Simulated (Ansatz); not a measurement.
Start from NbRu in the CsCl type structure (space group Pm-3m, No. 221; a = 3.141 Å; relaxed with 0.1 eV smearing). Axes: x, y, z lie along the cube axes.

The values are results of DFT with PBEsol, PAW potentials and a 420 eV plane-wave cutoff in Ansatz (a program for electronic structure), spin-orbit coupling left out, not measurements.

Modification: compressive biaxial strain of 1.26 % in the plane normal to [001], as in epitaxy on a mismatched substrate; the out-of-plane cell vector and the atoms relax.

**Question.** How does this affect the energy relative to the base?

**Answer.** The energy drops by 7.1 meV/atom.

**Question.** Predict the new out-of-plane strain.

**Answer.** The out-of-plane strain comes out as +3.79 %.

Stability against distortions was not tested. The final runs are not spin-polarised. An odd electron count without spin: NbRu. Under biaxial strain −1.26 %, plane normal [001], relaxed out of plane the cell ends below the base's energy or with stress of the wrong sign: the atoms slid into a distortion or the cell is elastically unstable, so the base is not a stable minimum at this level.
